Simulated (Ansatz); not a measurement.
The parent structure is As in the A7 type structure (space group R-3m, No. 166; a = 3.761 Å, c = 10.734 Å (hexagonal axes); layered).

All numbers come from Kohn–Sham DFT with the r2SCAN+rVV10 functional, run in Ansatz (an electronic-structure program) with PAW and 500 eV plane waves, no spin-orbit coupling.

One change was made to it. Results:

The shortest interatomic distance falls by 0.0749 Å to 2.443 Å; the density rises by 2.86 g/cm³ (5.68 g/cm³ → 8.54 g/cm³); the band gap remains zero.

Problem. Name the change that was made.
A) pressure 3 GPa
B) pressure 50 GPa
C) pressure 100 GPa

Solution. B, pressure 50 GPa. For comparison, the shortest interatomic distance in the other runs: pressure 100 GPa gives 2.333 Å; pressure 3 GPa gives 2.507 Å.

Load acts through the strain it causes; cell and atoms are relaxed under it. No phonon test of stability was made. Along this pressure series the structure jumps between pressure 30 GPa and pressure 50 GPa; cells beyond that are another form of it. Measured, As leaves this structure (for simple cubic) near 25 GPa (temperature not stated; as listed in Olga Degtyareva, NATO science for peace and security series. B, Physics and biophysics (2010)).
